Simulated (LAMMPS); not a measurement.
Ni (fcc) at 780 K and zero pressure, started from the crystal, with several potentials, in cells of their own sizes.

Potentials compared:
- EAM-type CuNi.eam.alloy: classical MD, pair style eam/alloy, file CuNi.eam.alloy (LAMMPS); Onat and Durukanoglu, J Phys Cond Matt, 26, 035404 (2014)
- EAM-type Ni.adp: classical MD, pair style adp, file Ni.adp (LAMMPS); Mishin et al, Acta Mater, 53, 4029 (2005)
- EAM-type NiAlH_jea.eam.alloy: classical MD, pair style eam/alloy, file NiAlH_jea.eam.alloy (LAMMPS); Moody and Baskes, Modell Sim Mater Sci Eng, 3, 289-307 (1995)
- EAM-type smf7: classical MD, pair style eam, the elements' _smf7.eam files (smf7) (LAMMPS); Foiles, Phys Rev B 32, 7685 (1985)
- EAM-type universal-3 set of Foiles, Baskes and Daw: classical MD, pair style eam, the elements' _u3.eam files (universal-3 set of Foiles, Baskes and Daw) (LAMMPS); Foiles et al, Phys Rev B, 33, 7983 (1986)
- MEAM MoCoNiVFeAlCr_2nn.meam: classical MD, pair style meam, file MoCoNiVFeAlCr_2nn.meam (LAMMPS); Wang, J., Kwon, H., Kim, H.S. et al. A neural network model for high entropy alloy design. npj Comput Mater 9, 60 (2023).
- MEAM Ni.meam: classical MD, pair style meam, file Ni.meam (LAMMPS)
- MEAM library.meam-Ni: classical MD, pair style meam, file library.meam (library.meam-Ni) (LAMMPS); Baskes, Phys Rev B, 46, 2727-2742 (1992)
- SNAP Ni_Zuo_JPCA2020.quadratic.snap: MD with a machine-learned potential, pair style snap, file Ni_Zuo_JPCA2020.quadratic.snap (LAMMPS); Y. Zuo, C. Chen, X, Li, Z. Deng, Y. Chen, J. Behler, G. Csányi, A. V. Shapeev, A. P. Thompson, M. A. Wood, S. P. Ong, "Performance and Cost Assessment of Machine Learning Interatomic Potentials" J. Phys. Chem. A 124, 4, 731-745 (2020)
- SNAP Ni_Zuo_JPCA2020.snap: MD with a machine-learned potential, pair style snap, file Ni_Zuo_JPCA2020.snap (LAMMPS); Y. Zuo, C. Chen, X, Li, Z. Deng, Y. Chen, J. Behler, G. Csányi, A. V. Shapeev, A. P. Thompson, M. A. Wood, S. P. Ong, "Performance and Cost Assessment of Machine Learning Interatomic Potentials" J. Phys. Chem. A 124, 4, 731-745 (2020)

| potential | state | volume | first peak of g(r) | coordination number | mean phonon frequency | rough cost (ms per atom and simulated ps) |
|---|---|---|---|---|---|---|
| EAM-type CuNi.eam.alloy | crystal; no diffusion seen in 30 ps | 11.3177 ± 0.0003 Å³/atom | 2.49 Å, height 5.2 | 12.0 (counted to 3.06 Å) | 5.7 THz | 1 to 3 |
| EAM-type Ni.adp | crystal; no diffusion seen in 30 ps | 11.1196 ± 0.0001 Å³/atom | 2.49 Å, height 5.7 | 12.0 (counted to 3.02 Å) | 6.2 THz | 3 to 10 |
| EAM-type NiAlH_jea.eam.alloy | crystal; no diffusion seen in 30 ps | 11.3927 ± 0.0003 Å³/atom | 2.50 Å, height 5.2 | 12.0 (counted to 3.06 Å) | 5.8 THz | 1 to 3 |
| EAM-type smf7 | crystal; no diffusion seen in 30 ps | 11.2726 ± 0.0004 Å³/atom | 2.50 Å, height 5.7 | 12.0 (counted to 3.06 Å) | 6.4 THz | 1 to 3 |
| EAM-type universal-3 set of Foiles, Baskes and Daw | crystal; no diffusion seen in 30 ps | 11.3113 ± 0.0004 Å³/atom | 2.50 Å, height 5.7 | 12.0 (counted to 3.06 Å) | 6.3 THz | 0.3 to 1 |
| MEAM MoCoNiVFeAlCr_2nn.meam | crystal; no diffusion seen in 30 ps | 11.2380 ± 0.0005 Å³/atom | 2.50 Å, height 6.1 | 12.0 (counted to 3.06 Å) | 6.6 THz | 10 to 30 |
| MEAM Ni.meam | crystal; no diffusion seen in 30 ps | 11.0842 ± 0.0005 Å³/atom | 2.50 Å, height 6.4 | 12.0 (counted to 3.02 Å) | 7.4 THz | 3 to 10 |
| MEAM library.meam-Ni | crystal; no diffusion seen in 30 ps | 11.0826 ± 0.0002 Å³/atom | 2.50 Å, height 6.6 | 12.0 (counted to 3.02 Å) | 7.6 THz | 3 to 10 |
| SNAP Ni_Zuo_JPCA2020.quadratic.snap | crystal; no diffusion seen in 15 ps | 11.253 ± 0.002 Å³/atom | 2.50 Å, height 5.4 | 12.0 (counted to 3.06 Å) | 5.9 THz | 30 to 100 |
| SNAP Ni_Zuo_JPCA2020.snap | crystal; no diffusion seen in 15 ps | 11.190 ± 0.002 Å³/atom | 2.49 Å, height 5.4 | 12.0 (counted to 3.06 Å) | 6.0 THz | 100 to 300 |

Costs are rough: whole-run CPU time with set-up and analysis, from shared machines, in bands a factor of about three wide.

Caution: the potential MEAM library.meam-Ni is a first-neighbour MEAM set with a 4 Å cutoff, used here without a parameter file and away from the static properties it was fitted to.

States go by the mean squared displacement: a species diffuses where it passes 1.5 Å², still rises and gives D over 1e-6 cm²/s; a crystal has left its structure where atoms lie 0.35 Å off their sites on average or a cubic box changes its shape by 3 %, or the axial ratios of another lie 8 % off the starting cell's, which the potential's own relaxation can also do.

The ± values are statistical; the model's systematic error is not in them.
